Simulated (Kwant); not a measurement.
System: wire with an abrupt hard-wall neck in a In0.53Ga0.47As two-dimensional gas. Effective mass 0.041 mₑ, grid spacing 4.2 nm, hard walls, nominal width 100 nm (23 grid rows, so walls 100.8 nm apart), one parabolic valley, scattering region 300 nm long along x; energies count from the band bottom; Fermi energy swept from 0.00045857 to 0.0208 eV. Central neck 25 nm wide and 120 nm long.

Constants are typed, rounded textbook-type inputs, not results; the design itself was drawn at random and stands for no fabricated device.

Model: effective-mass tight-binding model on a square grid, one spin, coherent transport at 0 K (Kwant). Conductance is in e²/h.

**Question.** How many channels do the leads carry at E = 17.3, 17.9, 18.7 meV?

**Answer.** The hard-wall thresholds are n² ħ²π²/(2mW²) = n² × 0.903 meV with W = 100.8 nm. √(17.3/0.903) = 4.37, so 4. √(17.9/0.903) = 4.45, so 4. √(18.7/0.903) = 4.56, so 4.
